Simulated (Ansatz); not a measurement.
The cell is made up: elements placed on another compound's structure type, so the phase may be hypothetical.

Inside the gap of an insulator the Bloch states are evanescent, with a wavenumber k + iκ along the transport direction.

Consider the following.

```xyz
10
Lattice="5.8593 0.0000 0.0000 0.0000 8.0960 0.0000 2.9296 -4.0480 2.9274" Properties=species:S:1:pos:R:3 pbc="T T T"
La     4.3945     4.0480     2.8055
La     1.4648     4.0480     0.1220
Hf     4.3036     2.0240     0.0000
Hf     7.4149     2.0240     2.9274
N      5.8593     5.5614     1.4637
N      2.9296     2.5346     1.4637
O      7.3241     0.0000     2.2997
O      4.3945     0.0000     0.6278
O      2.9296     5.6106     1.4637
O      5.8593     2.4854     1.4637
```

Space group of this cell: I2_12_12_1. The cell was relaxed by PBE-D3(BJ).

Transport runs along the normal of the first two printed cell vectors.

The gap is the functional's own. No spin-orbit coupling. Mid-gap values are interpolated on the energy grid.

Problem. Estimate the band gap and the smallest decay constant κ at mid-gap that r2SCAN run with Ansatz (a quantum-chemistry and plane-wave program) returns for this system.

Solution. Gap 2.89 eV on a 10×10×10 mesh; κ = 0.307 1/Å, at the zone centre.
